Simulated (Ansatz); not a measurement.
**GaSb, pressure series**

The reference is GaSb in the zinc blende structure (space group F-43m, No. 216; a = 6.134 Å).

Cell and atoms are relaxed at each pressure.

Computed with r2SCAN/PAW in Ansatz (a program for electronic structure), spin-orbit coupling left out, earlier PAW set.

```csv
pressure (GPa),volume per atom (Å³/atom)
-2,30.078
-1,29.424
0,28.843
0.3,28.684
1.5,28.094
3,27.434
5,?
7.5,25.861
10,25.160
```

Q: Fit the third-order Birch–Murnaghan form P(V) = (3B₀/2)[(V₀/V)^(7/3) − (V₀/V)^(5/3)]·[1 + (3/4)(B₀′ − 4)((V₀/V)^(2/3) − 1)] (squares taken in P) to the rows shown and predict the withheld row.

A: Least squares on the printed values gives V₀ = 28.848 Å³/atom, B₀ = 53.0 GPa, B₀′ = 4.7; this predicts 26.672 Å³/atom, and the run gives 26.674 Å³/atom, 0.002 higher.

Measured bulk modulus of GaSb: 57 GPa (temperature not stated; as listed in Cormac Toher et al., Physical Review Materials (2017)); the computed value is for a static lattice, so the two differ by thermal effects too.

Load acts through the strain it causes; cell and atoms are relaxed under it. Whether these cells are dynamically stable was not tested. Tetrahedral semiconductors of this kind turn to denser phases somewhere between about 1 and 50 GPa; those were not computed, so compressed cells here can lie past the real transition.
